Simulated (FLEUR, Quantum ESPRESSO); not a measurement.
A FLEUR input for a self-consistent single point of AlCr2C (P6_3/mmc, 8 atoms in the cell) (DFT, PBE, all-electron FLAPW (FLEUR), scalar-relativistic valence):

Input of the input generator:

```
AlCr2C crystal
&input film=f /
5.3386648729 0.0000000932 0.0000000000
-2.6693325172 4.6234193556 0.0000000000
0.0000000000 0.0000000000 23.8131380951
1.0
1.0 1.0 1.0

8
13 0.6666666667 0.3333333333 0.2500000000
13 0.3333333333 0.6666666667 0.7500000000
24 0.3333333333 0.6666666667 0.4149400000
24 0.6666666667 0.3333333333 0.5850600000
24 0.6666666667 0.3333333333 0.9149400000
24 0.3333333333 0.6666666667 0.0850600000
6 0.0000000000 0.0000000000 0.5000000000
6 0.0000000000 0.0000000000 -0.0000000000

&comp jspins=1 /
&kpt div1=9 div2=9 div3=2 gamma=t /
&end /
```

```xml
<?xml version="1.0" encoding="UTF-8" standalone="no"?>
<fleurInput fleurInputVersion="0.39">
   <comment>
      AlCr2C crystal                                                                                      
   </comment>
   <calculationSetup>
      <cutoffs Kmax="4.8" Gmax="14.4" GmaxXC="14.4" numbands="0"/>
      <scfLoop itmax="80" minDistance="0.00001" maxIterBroyd="99" imix="Anderson" alpha="0.05" precondParam="0.0" spinf="2.0"/>
      <coreElectrons ctail="T" frcor="F" kcrel="0" coretail_lmax="0"/>
      <xcFunctional name="pbe" relativisticCorrections="F"/>
      <magnetism jspins="1"/>
      <soc l_soc="F" theta="0.0" phi="0.0" spav="F"/>
      <expertModes spex="0" secvar="F"/>
      <geometryOptimization l_f="T" forcealpha="1.0" forcemix="BFGS" epsdisp="0.00001" epsforce="0.00001"/>
      <ldaU l_linMix="F" mixParam="0.05" spinf="1.0"/>
   </calculationSetup>
   <cell>
      <bzIntegration valenceElectrons="70.0" mode="hist" fermiSmearingEnergy="0.00499791">
         <kPointListSelection listName="default-1"/>
         <!-- k-points included here -->
         <xi:include xmlns:xi="http://www.w3.org/2001/XInclude" href="kpts.xml"> </xi:include>
      </bzIntegration>
      <!-- symmetry operations included here -->
      <xi:include xmlns:xi="http://www.w3.org/2001/XInclude" href="sym.xml"> </xi:include>
      <bulkLattice scale="1.0">
         <bravaisMatrix>
            <row-1>    5.3386648728999999     0.0000000932000000     0.0000000000000000</row-1>
            <row-2>   -2.6693325172000000     4.6234193556000003     0.0000000000000000</row-2>
            <row-3>    0.0000000000000000     0.0000000000000000    23.8131380951000011</row-3>
         </bravaisMatrix>
      </bulkLattice>
   </cell>
   <atomSpecies>
      <species name="Aluminum (Al)" element="Al" atomicNumber="13">
         <mtSphere radius="2.41" gridPoints="849" logIncrement="0.014"/>
         <atomicCutoffs lmax="10" lnonsphr="8"/>
         <electronConfig flipSpins="F">
            <coreConfig>(1s1/2) (2s1/2) (2p1/2) (2p3/2)</coreConfig>
            <valenceConfig>(3s1/2) (3p1/2) (3p3/2)</valenceConfig>
            <stateOccupation state="(3p1/2)" spinUp="0.1666666666667" spinDown="0.1666666666667"/>
            <stateOccupation state="(3p3/2)" spinUp="0.3333333333333" spinDown="0.3333333333333"/>
         </electronConfig>
         <energyParameters s="3" p="3" d="3" f="4"/>
      </species>
      <species name="Chromium (Cr)" element="Cr" atomicNumber="24">
         <mtSphere radius="2.16" gridPoints="761" logIncrement="0.016"/>
         <atomicCutoffs lmax="8" lnonsphr="6"/>
         <electronConfig flipSpins="F">
            <coreConfig>(1s1/2) (2s1/2) (2p1/2) (2p3/2)</coreConfig>
            <valenceConfig>(3s1/2) (3p1/2) (3p3/2) (4s1/2) (3d3/2) (3d5/2)</valenceConfig>
            <stateOccupation state="(4s1/2)" spinUp="0.5" spinDown="0.5"/>
            <stateOccupation state="(3d3/2)" spinUp="1.0" spinDown="1.0"/>
            <stateOccupation state="(3d5/2)" spinUp="1.5" spinDown="1.5"/>
         </electronConfig>
         <energyParameters s="4" p="4" d="3" f="4"/>
         <lo type="SCLO" l="0" n="3" eDeriv="0"/>
         <lo type="SCLO" l="1" n="3" eDeriv="0"/>
      </species>
      <species name="Carbon (C)" element="C" atomicNumber="6">
         <mtSphere radius="1.22" gridPoints="431" logIncrement="0.024"/>
         <atomicCutoffs lmax="6" lnonsphr="4"/>
         <electronConfig flipSpins="F">
            <coreConfig>(1s1/2)</coreConfig>
            <valenceConfig>(2s1/2) (2p1/2) (2p3/2)</valenceConfig>
            <stateOccupation state="(2p1/2)" spinUp="0.3333333333333" spinDown="0.3333333333333"/>
            <stateOccupation state="(2p3/2)" spinUp="0.6666666666667" spinDown="0.6666666666667"/>
         </electronConfig>
         <energyParameters s="2" p="2" d="3" f="4"/>
      </species>
   </atomSpecies>
   <atomGroups>
      <atomGroup species="Aluminum (Al)">
         <relPos label="                   1">-1.000/3.000 1.000/3.000 1.000/4.000</relPos>
         <relPos label="                   2">1.000/3.000 -1.000/3.000 -1.000/4.000</relPos>
         <force calculate="T" relaxXYZ="TTT"/>
      </atomGroup>
      <atomGroup species="Chromium (Cr)">
         <relPos label="                   3">1.000/3.000 -1.000/3.000 .4149400000</relPos>
         <relPos label="                   4">-1.000/3.000 1.000/3.000 -.4149400000</relPos>
         <relPos label="                   5">-1.000/3.000 1.000/3.000 -.0850600000</relPos>
         <relPos label="                   6">1.000/3.000 -1.000/3.000 .0850600000</relPos>
         <force calculate="T" relaxXYZ="TTT"/>
      </atomGroup>
      <atomGroup species="Carbon (C)">
         <relPos label="                   7">.0000000000 .0000000000 1.000/2.000</relPos>
         <relPos label="                   8">.0000000000 .0000000000 .0000000000</relPos>
         <force calculate="T" relaxXYZ="TTT"/>
      </atomGroup>
   </atomGroups>
   <output dos="F" band="F" slice="F">
      <checks vchk="F" cdinf="F"/>
      <bandDOS minEnergy="-.5*Htr" maxEnergy="0.5*Htr" sigma="0.015" storeEVData="T"/>
      <vacuumDOS vacdos="F" integ="F" star="F" nstars="0" locx1="0.0" locy1="0.0" locx2="0.0" locy2="0.0" nstm="0" tworkf="0.0"/>
      <unfoldingBand unfoldBand="F" supercellX="1" supercellY="1" supercellZ="1"/>
      <plotting iplot="0" polar="F">
         <plot TwoD="T" vec1="  1.0  0.0  0.0" vec2="  0.0  1.0  0.0" vec3="  0.0  0.0  1.0" zero="  0.0  0.0  0.0" file="plot"/>
      </plotting>
      <chargeDensitySlicing numkpt="0" minEigenval="0.0" maxEigenval="0.0" nnne="0" pallst="F"/>
      <specialOutput eonly="F"/>
      <magneticCircularDichroism mcd="F" energyLo="-10.0" energyUp="0.0"/>
   </output>
  <!-- We include the file relax.xml here to enable relaxations (see documentation) -->
  <xi:include xmlns:xi="http://www.w3.org/2001/XInclude" href="relax.xml"> <xi:fallback/> </xi:include>
</fleurInput>
```

### Question
Write the same calculation as an input for Quantum ESPRESSO.

### Answer
This is the input that was run; spellings and numerical settings could be chosen otherwise.

```fortran
&control
    calculation = 'scf',
    outdir = './work',
    pseudo_dir = './',
    tprnfor = .true.,
    tstress = .true.,
/
&system
    ibrav = 0,
    nat = 8,
    ntyp = 3,
    ecutwfc = 95,
    occupations = 'smearing',
    smearing = 'fd',
    degauss = 0.0099958,
/
&electrons
    conv_thr = 1.0d-10,
    mixing_beta = 0.7,
/
ATOMIC_SPECIES
Al    26.9815  Al.upf
Cr    51.9961  Cr.upf
C     12.0110  C.upf
CELL_PARAMETERS angstrom
   2.82509979     0.00000000     0.00000000
  -1.41254989     2.44660818     0.00000000
   0.00000000     0.00000000    12.60137000
ATOMIC_POSITIONS crystal
Al    0.66666667    0.33333333    0.25000000
Al    0.33333333    0.66666667    0.75000000
Cr    0.33333333    0.66666667    0.41494000
Cr    0.66666667    0.33333333    0.58506000
Cr    0.66666667    0.33333333    0.91494000
Cr    0.33333333    0.66666667    0.08506000
C     0.00000000    0.00000000    0.50000000
C     0.00000000    0.00000000    0.00000000
K_POINTS automatic
9 9 2  0 0 0
```

Basis settings and potentials, where a program has them, do not carry over. This input uses DFT, PBE, plane waves, PseudoDojo standard norm-conserving (PBE) pseudopotentials.

The starting cell comes from a database of computed structures (which also holds hypothetical and non-ambient phases and stackings), without a prior relaxation at this level.
